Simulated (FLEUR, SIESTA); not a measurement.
A SIESTA input for a self-consistent single point of Al₂CrB₂Mo (Amm2, 6 atoms in the cell) (DFT, LDA PW92, numerical atomic orbitals DZP, PseudoDojo LDA standard norm-conserving potentials (rewritten from UPF to PSML)):

```
# files in the folder: Al.psml Cr.psml B.psml Mo.psml (PseudoDojo LDA standard)
SystemName  Al2CrB2Mo
SystemLabel Al2CrB2Mo

NumberOfAtoms                6
NumberOfSpecies              4
%block ChemicalSpeciesLabel
  1 13 Al
  2 24 Cr
  3 5 B
  4 42 Mo
%endblock ChemicalSpeciesLabel
LatticeConstant              1.0 Ang
%block LatticeVectors
     3.058920000    0.000000000    0.000000000
     0.000000000    1.569045000    6.935780000
     0.000000000   -1.569045000    6.935780000
%endblock LatticeVectors
AtomicCoordinatesFormat      Ang
%block AtomicCoordinatesAndAtomicSpecies
     1.529460000    0.000000000    9.613268511  1
     0.000000000    0.000000000    4.167294055  1
     0.000000000   -0.000000000    1.205438564  2
     1.529460000   -0.000000000    7.436127169  3
     0.000000000    0.000000000    6.534337054  3
     1.529460000    0.000000000   12.658214647  4
%endblock AtomicCoordinatesAndAtomicSpecies

XC.functional                LDA
XC.authors                   PW92
PAO.BasisSize                DZP
PAO.EnergyShift              0.005 Ry
MeshCutoff                   400 Ry
%block kgrid.MonkhorstPack
    7   0   0  0.0
    0   7   0  0.0
    0   0   7  0.0
%endblock kgrid.MonkhorstPack
OccupationFunction           FD
ElectronicTemperature        0.1 eV

MaxSCFIterations             150
SCF.Mixer.Method             Broyden
SCF.Mixer.Weight             0.25
SCF.Mixer.History            8
SCF.DM.Tolerance             1.0E-04
Diag.ParallelOverK           true
WriteForces                  true
Charge.Mulliken              end
```

Question: Write the same calculation as an input for FLEUR.

Answer: This is the input that was run; spellings and numerical settings could be chosen otherwise.

Input of the input generator:

```
Al2CrB2Mo crystal
&input film=f /
5.7805210371 0.0000000000 0.0000000000
0.0000000000 2.9650653272 13.1067246607
0.0000000000 -2.9650653272 13.1067246607
1.0
1.0 1.0 1.0

6
13 0.5000000000 0.6930200000 0.6930200000
13 0.0000000000 0.3004200000 0.3004200000
24 0.0000000000 0.0869000000 0.0869000000
5 0.5000000000 0.5360700000 0.5360700000
5 0.0000000000 0.4710600000 0.4710600000
42 0.5000000000 0.9125300000 0.9125300000

&comp jspins=1 /
&exco xctyp='pz' /
&kpt div1=7 div2=7 div3=7 /
&end /
```

```xml
<?xml version="1.0" encoding="UTF-8" standalone="no"?>
<fleurInput fleurInputVersion="0.39">
   <comment>
      Al2CrB2Mo crystal                                                                                   
   </comment>
   <calculationSetup>
      <cutoffs Kmax="4.2" Gmax="16.8" GmaxXC="16.8" numbands="0"/>
      <scfLoop itmax="100" minDistance="0.00001" maxIterBroyd="15" imix="Anderson" alpha="0.05" precondParam="0.0" spinf="2.0"/>
      <coreElectrons ctail="T" frcor="F" kcrel="0" coretail_lmax="0"/>
      <xcFunctional name="pz" relativisticCorrections="F"/>
      <magnetism jspins="1"/>
      <soc l_soc="F" theta="0.0" phi="0.0" spav="F"/>
      <expertModes spex="0" secvar="F"/>
      <geometryOptimization l_f="T" forcealpha="1.0" forcemix="BFGS" epsdisp="0.00001" epsforce="0.00001"/>
      <ldaU l_linMix="F" mixParam="0.05" spinf="1.0"/>
   </calculationSetup>
   <cell>
      <bzIntegration valenceElectrons="40.0" mode="hist" fermiSmearingEnergy="0.00367493">
         <kPointListSelection listName="default-1"/>
         <!-- k-points included here -->
         <xi:include xmlns:xi="http://www.w3.org/2001/XInclude" href="kpts.xml"> </xi:include>
      </bzIntegration>
      <!-- symmetry operations included here -->
      <xi:include xmlns:xi="http://www.w3.org/2001/XInclude" href="sym.xml"> </xi:include>
      <bulkLattice scale="1.0">
         <bravaisMatrix>
            <row-1>    5.7805210370999998     0.0000000000000000     0.0000000000000000</row-1>
            <row-2>    0.0000000000000000     2.9650653272000000    13.1067246606999994</row-2>
            <row-3>    0.0000000000000000    -2.9650653272000000    13.1067246606999994</row-3>
         </bravaisMatrix>
      </bulkLattice>
   </cell>
   <atomSpecies>
      <species name="Aluminum (Al)" element="Al" atomicNumber="13">
         <mtSphere radius="2.28" gridPoints="787" logIncrement="0.015"/>
         <atomicCutoffs lmax="8" lnonsphr="6"/>
         <electronConfig flipSpins="F">
            <coreConfig>(1s1/2) (2s1/2) (2p1/2) (2p3/2)</coreConfig>
            <valenceConfig>(3s1/2) (3p1/2) (3p3/2)</valenceConfig>
            <stateOccupation state="(3p1/2)" spinUp="0.1666666666667" spinDown="0.1666666666667"/>
            <stateOccupation state="(3p3/2)" spinUp="0.3333333333333" spinDown="0.3333333333333"/>
         </electronConfig>
         <energyParameters s="3" p="3" d="3" f="4"/>
      </species>
      <species name="Chromium (Cr)" element="Cr" atomicNumber="24">
         <mtSphere radius="2.40" gridPoints="827" logIncrement="0.015"/>
         <atomicCutoffs lmax="10" lnonsphr="8"/>
         <electronConfig flipSpins="F">
            <coreConfig>(1s1/2) (2s1/2) (2p1/2) (2p3/2)</coreConfig>
            <valenceConfig>(3s1/2) (3p1/2) (3p3/2) (4s1/2) (3d3/2) (3d5/2)</valenceConfig>
            <stateOccupation state="(4s1/2)" spinUp="0.5" spinDown="0.5"/>
            <stateOccupation state="(3d3/2)" spinUp="1.0" spinDown="1.0"/>
            <stateOccupation state="(3d5/2)" spinUp="1.5" spinDown="1.5"/>
         </electronConfig>
         <energyParameters s="4" p="4" d="3" f="4"/>
         <lo type="SCLO" l="0" n="3" eDeriv="0"/>
         <lo type="SCLO" l="1" n="3" eDeriv="0"/>
      </species>
      <species name="Boron (B)" element="B" atomicNumber="5">
         <mtSphere radius="1.57" gridPoints="543" logIncrement="0.019"/>
         <atomicCutoffs lmax="6" lnonsphr="4"/>
         <electronConfig flipSpins="F">
            <coreConfig>(1s1/2)</coreConfig>
            <valenceConfig>(2s1/2) (2p1/2) (2p3/2)</valenceConfig>
            <stateOccupation state="(2p1/2)" spinUp="0.1666666666667" spinDown="0.1666666666667"/>
            <stateOccupation state="(2p3/2)" spinUp="0.3333333333333" spinDown="0.3333333333333"/>
         </electronConfig>
         <energyParameters s="2" p="2" d="3" f="4"/>
      </species>
      <species name="Molybdenum (Mo)" element="Mo" atomicNumber="42">
         <mtSphere radius="2.54" gridPoints="877" logIncrement="0.015"/>
         <atomicCutoffs lmax="10" lnonsphr="8"/>
         <electronConfig flipSpins="F">
            <coreConfig>(1s1/2) (2s1/2) (2p1/2) (2p3/2) (3s1/2) (3p1/2) (3p3/2) (3d3/2) (3d5/2)</coreConfig>
            <valenceConfig>(4s1/2) (4p1/2) (4p3/2) (5s1/2) (4d3/2) (4d5/2)</valenceConfig>
            <stateOccupation state="(5s1/2)" spinUp="0.5" spinDown="0.5"/>
            <stateOccupation state="(4d3/2)" spinUp="1.0" spinDown="1.0"/>
            <stateOccupation state="(4d5/2)" spinUp="1.5" spinDown="1.5"/>
         </electronConfig>
         <energyParameters s="5" p="5" d="4" f="4"/>
         <lo type="SCLO" l="0" n="4" eDeriv="0"/>
         <lo type="SCLO" l="1" n="4" eDeriv="0"/>
      </species>
   </atomSpecies>
   <atomGroups>
      <atomGroup species="Aluminum (Al)">
         <relPos label="                   1">1.000/2.000 -.3069800000 -.3069800000</relPos>
         <force calculate="T" relaxXYZ="TTT"/>
      </atomGroup>
      <atomGroup species="Aluminum (Al)">
         <relPos label="                   2">.0000000000 .3004200000 .3004200000</relPos>
         <force calculate="T" relaxXYZ="TTT"/>
      </atomGroup>
      <atomGroup species="Chromium (Cr)">
         <relPos label="                   3">.0000000000 .0869000000 .0869000000</relPos>
         <force calculate="T" relaxXYZ="TTT"/>
      </atomGroup>
      <atomGroup species="Boron (B)">
         <relPos label="                   4">1.000/2.000 -.4639300000 -.4639300000</relPos>
         <force calculate="T" relaxXYZ="TTT"/>
      </atomGroup>
      <atomGroup species="Boron (B)">
         <relPos label="                   5">.0000000000 .4710600000 .4710600000</relPos>
         <force calculate="T" relaxXYZ="TTT"/>
      </atomGroup>
      <atomGroup species="Molybdenum (Mo)">
         <relPos label="                   6">1.000/2.000 -.0874700000 -.0874700000</relPos>
         <force calculate="T" relaxXYZ="TTT"/>
      </atomGroup>
   </atomGroups>
   <output dos="F" band="F" slice="F">
      <checks vchk="F" cdinf="F"/>
      <bandDOS minEnergy="-.5*Htr" maxEnergy="0.5*Htr" sigma="0.015" storeEVData="T"/>
      <vacuumDOS vacdos="F" integ="F" star="F" nstars="0" locx1="0.0" locy1="0.0" locx2="0.0" locy2="0.0" nstm="0" tworkf="0.0"/>
      <unfoldingBand unfoldBand="F" supercellX="1" supercellY="1" supercellZ="1"/>
      <plotting iplot="0" polar="F">
         <plot TwoD="T" vec1="  1.0  0.0  0.0" vec2="  0.0  1.0  0.0" vec3="  0.0  0.0  1.0" zero="  0.0  0.0  0.0" file="plot"/>
      </plotting>
      <chargeDensitySlicing numkpt="0" minEigenval="0.0" maxEigenval="0.0" nnne="0" pallst="F"/>
      <specialOutput eonly="F"/>
      <magneticCircularDichroism mcd="F" energyLo="-10.0" energyUp="0.0"/>
   </output>
  <!-- We include the file relax.xml here to enable relaxations (see documentation) -->
  <xi:include xmlns:xi="http://www.w3.org/2001/XInclude" href="relax.xml"> <xi:fallback/> </xi:include>
</fleurInput>
```

Basis, cutoffs, solver keys and any potentials are the target program's own. This input uses DFT, LDA (Perdew-Zunger), all-electron FLAPW (FLEUR), scalar-relativistic valence. LDA parametrisations can differ slightly between programs.

The starting cell comes from a database of computed structures (which also holds hypothetical and non-ambient phases and stackings), without a prior relaxation at this level.
